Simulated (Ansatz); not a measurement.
Start from an 8-atom supercell of GaP in the zinc blende structure (space group F-43m, No. 216; a = 5.438 Å) at its relaxed geometry.

Computed with PBEsol in Ansatz (plane waves to 420 eV, PAW, without spin-orbit coupling).

For the base:

The mean distance from the defect site to its nearest host atoms is 2.35 Å. The pressure comes out as 0.0 GPa.

Now apply this change: one Ga atom is replaced by P, atoms relaxed at fixed cell, starting from a slightly rattled geometry.

Problem. What does the calculation give for the largest displacement of a host atom from its site in the perfect cell, mean distance from the defect site to its nearest host atoms and pressure after the change?

Solution. The largest displacement of a host atom from its site in the perfect cell is 0.01 Å; the mean distance from the defect site to its nearest host atoms is nearly the same (2.35 Å against 2.36 Å); the pressure remains 0.0 GPa.

The magnetic state is the one reached from the starting moments; the real material's order can differ, and small cells can't hold many antiferromagnetic ones. The cell is small, so the values are those of an ordered compound at a high defect concentration; dilute-limit values will differ. A case with no gap was solved on a k-mesh chosen for an insulator, which is coarse for it. Starting moments died away, wholly or in part, for P on a Ga site (antisite); another magnetic solution may exist. The defect cell is spin-polarised and ends with 0.0 μB.

Ansatz is a quantum-chemistry and plane-wave program.
